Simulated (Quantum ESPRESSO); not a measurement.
Input and output of a self-consistent single point for SnSe (Pnma, 8 atoms in the cell) (Quantum ESPRESSO).

Method: RPBE, GBRV 1.5 ultrasoft (PBE) pseudopotentials (plane waves; Quantum ESPRESSO 7.5).

```
SnSe
1.0
   11.39851     0.00000     0.00000
    0.00000     4.03217     0.00000
    0.00000     0.00000     4.59373
Sn Se
4 4
Direct
  0.61879   0.75000   0.37655
  0.38121   0.25000   0.62345
  0.88121   0.25000   0.87655
  0.11879   0.75000   0.12345
  0.14855   0.25000   0.50918
  0.85145   0.75000   0.49082
  0.35145   0.75000   0.00918
  0.64855   0.25000   0.99082
```

Reference input (self-consistent single point, DFT, PBE, plane waves, GBRV 1.5 ultrasoft (PBE) pseudopotentials): ecutwfc = 40 Ry; ecutrho = 200 Ry; occupations = smearing; smearing = fd; degauss = 0.000734986 Ry; potentials = {Sn: sn_pbe_v1.4.uspp.F.UPF, Se: se_pbe_v1.uspp.F.UPF}; K_POINTS = automatic 2 4 3 0 0 0; conv_thr = 1e-11 Ry; mixing_beta = 0.3. This run's input differs from it in these lines:

```diff
@@ -17,2 +17,3 @@
    degauss = 0.000734986
+   input_dft = 'rpbe'
 /
```

The program printed (abridged):

```
     Self-consistent Calculation

     iteration #  1     ecut=    40.00 Ry     beta= 0.30

     total energy              =    -812.12209108 Ry
     estimated scf accuracy    <       2.40507023 Ry

     iteration #  2     ecut=    40.00 Ry     beta= 0.30

     total energy              =    -812.01659461 Ry
     estimated scf accuracy    <       0.49715527 Ry

     iteration #  3     ecut=    40.00 Ry     beta= 0.30

     total energy              =    -812.15867790 Ry
     estimated scf accuracy    <       0.04235031 Ry

   [... 14 blocks of this kind left out ...]

     iteration # 18     ecut=    40.00 Ry     beta= 0.30

     total energy              =    -812.16979094 Ry
     estimated scf accuracy    <          1.4E-11 Ry

     iteration # 19     ecut=    40.00 Ry     beta= 0.30
     End of self-consistent calculation

     the Fermi energy is     8.8677 ev

!    total energy              =    -812.16979094 Ry
     estimated scf accuracy    <          1.4E-12 Ry
     smearing contrib. (-TS)   =      -0.00000000 Ry
     internal energy E=F+TS    =    -812.16979094 Ry

     convergence has been achieved in  19 iterations

     Forces acting on atoms (cartesian axes, Ry/au):

     atom    1 type  1   force =    -0.02298591    0.00000000    0.01870245
     atom    2 type  1   force =     0.02298591    0.00000000   -0.01870245
     atom    3 type  1   force =     0.02298591    0.00000000    0.01870245
     atom    4 type  1   force =    -0.02298591    0.00000000   -0.01870245
     atom    5 type  2   force =    -0.01763346    0.00000000    0.01783358
   [... lines left out ...]

     Total force =     0.077643     Total SCF correction =     0.000005

          total   stress  (Ry/bohr**3)                   (kbar)     P=       67.20
   0.00048127   0.00000000   0.00000000           70.80        0.00        0.00
   0.00000000   0.00049180   0.00000000            0.00       72.35        0.00
   0.00000000   0.00000000   0.00039742            0.00        0.00       58.46

   JOB DONE.
```

The run converged in 19 iterations. Against the reference run the pressure goes from 5.00 to 6.72 GPa, the largest force goes from 0.706 to 0.762 eV/Å and the gap on the mesh goes from 0.905 to 0.937 eV.

The starting cell comes from a database of computed structures (which also holds hypothetical and non-ambient phases and stackings), without a prior relaxation at this level. Its lattice was rescaled by a random factor within 2.5 % of one. With a pressure of about 7 GPa the cell is away from its equilibrium volume at this level.

Cost on one core of a shared machine: roughly 5 min.
